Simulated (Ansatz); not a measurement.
Start from PbTe in the rock salt structure (space group Fm-3m, No. 225; a = 6.535 Å).

All numbers come from r2SCAN in Ansatz (plane waves to 500 eV, PAW, spin-orbit coupling left out).

For the base:

- Electron mass = 0.34 mₑ along k, 0.12 mₑ across (at L)
- Band gap = 1.09 eV
- Width of the top valence band = 2.77 eV
- Lattice parameter a = 6.535 Å

Now apply this change: full substitution Te → Se; the structure is relaxed again.

Tabulated Pauling electronegativity and covalent radius: Te 2.10, 1.38 Å; Se 2.55, 1.20 Å.

How does this affect the electron mass?

The electron mass changes from 0.34 mₑ along k, 0.12 mₑ across (at L) to 0.19 mₑ along k, 0.14 mₑ across (at L).

How does this affect the band gap?

The band gap decreases by 0.424 eV, from 1.09 eV to 0.66 eV.

What happens to the width of the top valence band?

The width of the top valence band increases by 0.43 eV, from 2.77 eV to 3.20 eV.

Estimate the effect on the lattice parameter a.

The lattice parameter a shrinks by 0.357 Å to 6.178 Å.

With Pb and Te present, leaving out spin-orbit coupling can change the band edges. Effective masses come from finite differences of ±0.01 Å⁻¹. Along k means along the line from Γ to the band edge. No phonon test of stability was made.

Ansatz is an electronic-structure program.
